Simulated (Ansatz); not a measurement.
The reference is SnO2 in the rutile structure (space group P4_2/mnm, No. 136; a = 4.769 Å, c = 3.211 Å). Axes: x, y, z lie along a, b, c of the conventional cell.

Computed with Kohn–Sham DFT with the PBEsol functional, run in Ansatz (a quantum-chemistry and plane-wave program) with PAW and 420 eV plane waves, spin-orbit coupling left out, earlier PAW set.

Modification: the cell is stretched by 3.48 % along z with no lateral relaxation, atoms relaxed at fixed cell.

Task: Predict the stress tensor and what it implies for the stiffness.

Result: Stress of the strained cell less that of the base (GPa, compression positive):
```
  -4.53    0.00    0.00
   0.00   -4.53    0.00
   0.00    0.00  -12.46
```

Then −Δσ_ii/ε with ε = 0.0348 gives secant stiffness values (nonlinear terms included at this strain): C33 ≈ 358 GPa, C13 ≈ 130 GPa and C23 ≈ 130 GPa.

As a check, the harmonic strain energy −½ V₀ Δσ:ε is 16 meV/atom; the computed energy rise is 17 meV/atom.

Whether these cells are dynamically stable was not tested.
